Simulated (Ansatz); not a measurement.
An Ansatz (a first-principles code) input (PBEsol (Ansatz), no SOC):

Ansatz 0.2 input:
```yaml
crystal:
  lattice:
    - [3.123663704, 0, 0]
    - [-1.561831852, 2.7324970914, 0]
    - [0, 0, 3.5062108249]
  atoms:
    - { symbol: Zr, position: [0, 0, 0] }
    - { symbol: B, position: [0.6666666667, 0.3333333333, 0.5] }
    - { symbol: B, position: [0.3333333333, 0.6666666667, 0.5] }
basis: { ecutwfc: 420, ecutrho_ratio: 4, xc_grid: 2, fft_grid_basis: typed }
kpoints: { mp_grid: { grid: [21, 21, 17] } }
hamiltonian:
  xc: pbesol
  dispersion: none
  pseudopotentials: { kind: paw }
scf: { occupations: { method: fermi_dirac, width: 0.1 }, convergence: { dr2_threshold: 0.0000000003 } }
relax: { f_tol: 0.005, max_steps: 50 }
output: { forces: true, stress: true }
checkpoint: { write: state.ck, write_every: 1000 }
```

Which symmetry and how many k-points will the program report, and about how many plane waves at Γ?

Space group Cmmm (ITA 65) with 8 operations, k-points 1089 of 7497, and 563 plane waves at Γ.

And the final pressure?

2.65 GPa (compression positive).

The cells carry an imposed strain or load. No phonon test of stability was made. The final runs are not spin-polarised. The cell was made from ZrB2 (space group P6/mmm, No. 191) by this change: uniaxial strain ε_xx = −1.00 %.
